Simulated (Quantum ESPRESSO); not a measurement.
Checking a run of Quantum ESPRESSO on Mg14ZrCu (Amm2, 16 atoms in the cell). The aim is a self-consistent single point with DFT, LDA (PZ), plane waves, GBRV 1.5 ultrasoft (LDA) pseudopotentials.

Cell that was meant: a = 10.0510 Å, b = 6.3731 Å, c = 6.3731 Å, α = 58.66°, β = 90.00°, γ = 90.00°.

Part of the input:

```fortran
    nat = 16
    ntyp = 3
    ecutwfc = 50
    occupations = 'smearing'
    smearing = 'marzari-vanderbilt'
    degauss = 0.0147
/
```

Output (repeated stretches shortened):

```
     Message from routine setup:
     using ibrav=0 with symmetry is DISCOURAGED, use correct ibrav instead
     G-vector sticks info
   [... lines left out ...]
        k(   11) = (  -0.5000000   0.0000000   0.4522533), wk =   0.1250000
        k(   12) = (  -0.5000000   1.2072857  -0.2261266), wk =   0.2500000
        k(   13) = (  -0.5000000   0.8048572   0.0000000), wk =   0.1250000
        k(   14) = (  -0.5000000   0.0000000  -0.9045066), wk =   0.0625000

     Dense  grid:   112317 G-vectors     FFT dimensions: (  90,  60,  60)

     Initial potential from superposition of free atoms

     starting charge     165.7954, renormalised to     171.0000

     negative rho (up, down):  6.377E-02 0.000E+00
     Self-consistent Calculation

     iteration #  1     ecut=    50.00 Ry     beta= 0.70

---- Real-time Memory Report at c_bands before calling an iterative solver
           504 MiB given to the printing process from OS
           465 MiB allocation reported by mallinfo(arena+hblkhd)
------------------

     negative rho (up, down):  6.050E-02 0.000E+00

     total energy              =   -2251.87278038 Ry
     estimated scf accuracy    <       4.04336525 Ry

     iteration #  2     ecut=    50.00 Ry     beta= 0.70

   [... lines left out ...]
           551 MiB allocation reported by mallinfo(arena+hblkhd)
------------------

     negative rho (up, down):  6.171E-02 0.000E+00

     total energy              =   -2253.65641801 Ry
     estimated scf accuracy    <          1.1E-10 Ry

     iteration # 19     ecut=    50.00 Ry     beta= 0.70

---- Real-time Memory Report at c_bands before calling an iterative solver
           895 MiB given to the printing process from OS
           551 MiB allocation reported by mallinfo(arena+hblkhd)
------------------

     negative rho (up, down):  6.171E-02 0.000E+00
     End of self-consistent calculation

     the Fermi energy is     6.1901 ev

!    total energy              =   -2253.65641801 Ry
     estimated scf accuracy    <          9.6E-12 Ry
     smearing contrib. (-TS)   =      -0.00069589 Ry
     internal energy E=F+TS    =   -2253.65572212 Ry

     convergence has been achieved in  19 iterations

     negative rho (up, down):  6.171E-02 0.000E+00

     Forces acting on atoms (cartesian axes, Ry/au):

     atom    1 type  1   force =     0.00000000    0.00000000    0.00167844
     atom    2 type  1   force =     0.00000000    0.00000000    0.00099319
     atom    3 type  1   force =     0.00000000   -0.00040212    0.00190880
     atom    4 type  1   force =     0.00000000    0.00040212    0.00190880
   [... lines left out ...]
     Total force =     0.008915     Total SCF correction =     0.000016
   [... lines left out ...]

     negative rho (up, down):  6.171E-02 0.000E+00
          total   stress  (Ry/bohr**3)                   (kbar)     P=      -28.00
  -0.00022536   0.00000000   0.00000000          -33.15        0.00        0.00
   0.00000000  -0.00018019   0.00000000            0.00      -26.51        0.00
   0.00000000   0.00000000  -0.00016542            0.00        0.00      -24.33

   JOB DONE.
```

Q: Is anything amiss in this input, and did it matter?

A: The results can be used. The input holds a density cutoff or grid that is too coarse, which can do harm: the charge density holds wave vectors up to twice those of the orbitals (four times the energy cutoff), and augmentation charges need more still. Here it did none. The run converged in 19 iterations, and against the sound input the free energy is nearly the same (within 1 meV/atom), the pressure stays at -2.80 GPa and the largest force stays at 0.107 eV/Å.

The sound input it was made from differs as follows (other fixes are possible):
```diff
+    ecutrho = 400
```

With that input, the run converged in 19 iterations: free energy E − TS -30662.5575 eV; Fermi level (on the code's own zero) 6.19 eV; pressure -2.80 GPa; largest force (vector length) 0.107 eV/Å (DFT, LDA (PZ), plane waves, GBRV 1.5 ultrasoft (LDA) pseudopotentials).

On the sound input: the starting cell comes from a database of computed structures (which also holds hypothetical and non-ambient phases and stackings), without a prior relaxation at this level. Spin polarisation is off.
